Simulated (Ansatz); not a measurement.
Functionals compared on the (22-43) surface of hcp Mg in its 1x1 cell, outermost plane spacing 0.36 Å in the ideal cut, in Ansatz (plane waves, PAW). The structure was relaxed with PBE; the other rows are single points on it. Cutoff 420 eV (500 eV for r2SCAN).

Model: 29-atom slab, 10.2 Å thick at the start (thin: gaps and levels are the slab's own), 7x4x1 mesh, Fermi-Dirac 0.1 eV, dipole correction, all atoms relaxed; no symmetry held; no spin, no spin-orbit, no U. These notes are the PBE run's.

```csv
functional,work function of the top face (eV),rough cost of the single point
PBE,3.54,–
LDA,3.67,roughly 7 core-minutes
PBEsol,3.57,very roughly 7 core-minutes
RPBE,(withheld),around 7 core-minutes (rough)
r2SCAN,3.59,roughly 17 core-minutes
```

Q: Fill in the missing entries.

A: 
- RPBE, work function of the top face (eV): 3.47

Ansatz is a program for electronic structure.
